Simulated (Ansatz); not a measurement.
What Sb → Pd does to InSb

Base system: InSb in the zinc blende structure (space group F-43m, No. 216; a = 6.5559 Å).

Now apply this change: full substitution Sb → Pd; the structure is relaxed again.

All numbers come from r2SCAN (Ansatz, an electronic-structure program, PAW, no SOC). Γ-centred 13×13×13 mesh, Fermi–Dirac width 0.05 eV, for the changed cell.

```yaml
volume_per_atom: 27.21 Å³ (base 35.22 Å³)
density: 6.75 g/cm³ (base 5.58 g/cm³)
lattice_parameter_a: 6.015 Å (base 6.556 Å)
space_group: F-43m (No. 216) (base F-43m (No. 216))
shortest_interatomic_distance: 2.605 Å (base 2.839 Å)
band_gap: zero (base zero)
```

Spin-orbit coupling, missing from the scalar runs, can matter with Sb. Stability against distortions was not tested. As relaxed here, InPd is a hypothetical phase, not in the database extracts checked. All final runs are without spin polarisation. Gaps under 0.05 eV, about the width of the smearing, are given as zero. A zero or small gap of InSb can be the functional's error rather than a property of the material.
